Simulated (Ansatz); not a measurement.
PbS: response to strain

Start from PbS in the rock salt structure (space group Fm-3m, No. 225; a = 6.0089 Å).

Strains are applied to the cell and any free atomic positions relax.

Method: PBE (Ansatz, a program for electronic structure), spin-orbit coupling left out.

```tsv
isotropic strain (%)	pressure (GPa)
-3	5.9
-2.5	4.7
-2	3.6
-0.5	0.8
0	0.0
0.5	?
2	-2.8
2.5	-3.3
3	-3.9
```

Question: Fit P = P₀ − Bδ + Cδ² with δ = (1 + ε)³ − 1 to the rows shown and predict the withheld row.

Answer: Least squares on the printed values gives P₀ = 0.0 GPa, B = 54.4 GPa, C = 145 GPa (largest residual 0.1 GPa); this predicts -0.8 GPa, and the run gives -0.8 GPa, in agreement.

Whether these cells are dynamically stable was not tested.
